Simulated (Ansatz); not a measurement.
# Converging the k-point mesh at a smearing width of 0.05 eV: W (Im-3m, 1 atom in the cell)

```yaml
crystal:
  lattice:
    - [-1.57210, 1.57210, 1.57210]
    - [1.57210, -1.57210, 1.57210]
    - [1.57210, 1.57210, -1.57210]
  atoms:
    - { symbol: W, position: [0.00000, 0.00000, 0.00000] }
```

Level of theory: PBE (plane waves, PAW; Ansatz, a first-principles code).

Base settings: basis.ecutwfc = 420 eV; kpoints.mp_grid.grid = 15 15 15; hamiltonian.xc = pbe; hamiltonian.pseudopotentials = {kind: paw} (the program's default PAW files); scf.occupations.method = fermi_dirac; scf.occupations.width = 0.1 eV.

In this ladder: scf.occupations.width = 0.05 eV.

The second cell is the first with its lattice scaled by 0.98.

Only quantities that move along the ladder and can be compared are tabulated.

The count of work is k-points × plane waves × bands × iterations; it is no time. 

The starting cell has typed, rounded lattice constants, without a prior relaxation at this level. Its lattice was rescaled by up to half a per cent. Spin polarisation is off. In the base run, with a pressure of about 12 GPa the cell is away from its equilibrium volume at this level. Ansatz's pressure includes its estimate of the finite-basis (Pulay) stress.

Steps (kpoints.mp_grid.grid): 5 5 5; 6 6 6; 8 8 8; 9 9 9; 11 11 11; 13 13 13; 16 16 16; 19 19 19; 24 24 24; 29 29 29; 35 35 35.

### Question
What is the coarsest kpoints.mp_grid.grid that holds the free energy within 2 meV/atom of the last step, with all finer ones?

### Answer
19 19 19, at 0.19 of the last step's count of work; the step before is off by 3.5 meV/atom.

### Question
What is the coarsest kpoints.mp_grid.grid that holds the pressure within 0.5 GPa of the last step, with all finer ones?

### Answer
9 9 9, at 0.031 of the last step's count of work; the step before is off by 0.55 GPa.

### Question
What is the state of the energy of the compressed cell less the first at the end of the ladder?

### Answer
Still drifting one way, by 0.41 meV/atom over the last two steps, so the last step is no safe reference.

```tsv
kpoints.mp_grid.grid	free energy less the last step's (meV/atom)	energy of the compressed cell less the first (meV/atom)	pressure (GPa)	count of work / last
5 5 5	-48.27	137.30	12.27	0.0088
6 6 6	-52.39	123.55	10.27	0.014
8 8 8	2.45	140.31	12.84	0.025
9 9 9	-13.55	134.49	12.04	0.031
11 11 11	21.31	136.07	12.43	0.049
13 13 13	-13.24	135.09	12.04	0.074
16 16 16	-3.51	134.11	11.97	0.13
19 19 19	-1.60	134.37	12.06	0.19
24 24 24	-0.93	135.20	12.26	0.36
29 29 29	0.94	135.31	12.26	0.60
35 35 35	0.00	135.61	12.29	1.0
```

Keys are those of Ansatz 0.2.
